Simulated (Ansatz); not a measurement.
SnO₂ (within 0.1 Å of P4₂/mnm, No. 136, 6 atoms in the cell; start mp-550172), treated with r²SCAN (Ansatz, a program for electronic structure, PAW).

Numerical settings: plane-wave cutoff 500 eV, 8×8×12 k mesh (along the axes of the cell as run), Fermi–Dirac smearing 0.05 eV, scalar-relativistic PAW data made under PBE.

Cell (relaxed at this level):

```
CELL_PARAMETERS angstrom
      4.75949     0.00000     0.00000
      0.00000     4.75987     0.00000
      0.00000     0.00000     3.20077
ATOMIC_POSITIONS crystal
  Sn 0.50000 0.50000 0.50000
  Sn 0.00000 0.00000 0.00000
  O  0.30579 0.30602 0.00000
  O  0.69421 0.69398 0.00000
  O  0.80579 0.19398 0.50000
  O  0.19421 0.80602 0.50000
```

Q: Estimate the band gap that the calculation returns.

A: 
- band gap: 1.77 eV (on the SCF k mesh)

Spin–orbit coupling is not included.

Computed values are for the static lattice.

A start named mp-… is a Materials Project structure, which need not be a measured phase.
